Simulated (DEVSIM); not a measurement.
Device: illuminated Ge p-on-n cell, one wavelength, with a back-surface field, at 300 K.

Layer 1 from the left is Ge, thickness (μm) 0.740, Na (cm⁻³) 1.8e18, τn (s) 1.2e-5, τp (s) 9.2e-7, absorption coefficient (cm⁻¹) 1100. Layer 2 from the left is Ge, thickness (μm) 26.0, Nd (cm⁻³) 2.7e17, τn (s) 6.6e-5, τp (s) 6.6e-5, absorption coefficient (cm⁻¹) 1100. Layer 3 from the left is Ge, thickness (μm) 0.440, Nd (cm⁻³) 4.8e18, τn (s) 6.6e-5, τp (s) 6.6e-5, absorption coefficient (cm⁻¹) 1100.

Left contact: ohmic, minority electron recombination velocity 10000 cm/s. Right contact: ohmic, minority hole recombination velocity 10 cm/s. Voltage is applied to the left contact. Recombination: SRH at mid-gap, radiative, Auger. Light enters at the left, 1.8e17 photons cm⁻² s⁻¹, one pass, no reflection. Mobility is μmin + (μ − μmin)/(1 + (N/Nref)^α).

The device is made up for the run: typed textbook-type constants, with dimensions and the other settings drawn at random. Values at 300 K.

Ge: gap (eV) 0.664, affinity (eV) 4, permittivity 16, Nc (cm⁻³) 1.04e19, Nv (cm⁻³) 6e18, μn (cm²/Vs) 3900, μp (cm²/Vs) 1900, μn,min 150, μp,min 100, Nref,n 2.6e17, Nref,p 4e17, αn 0.56, αp 0.6, B (cm³/s) 6.4e-14, Cn (cm⁶/s) 1e-31, Cp (cm⁶/s) 1e-31.

DEVSIM, 1D drift-diffusion, Boltzmann statistics, complete ionisation; no tunnelling, impact ionisation, image-force lowering or self-heating.

Question: What does the simulation give for the dark forward voltage at 1 A/cm², the potential step across the device at zero bias, the dark forward voltage at 100 A/cm²?

Answer: dark forward voltage at 1 A/cm² 0.380 V; potential step across the device at zero bias 0.613 V; dark forward voltage at 100 A/cm² 0.501 V.
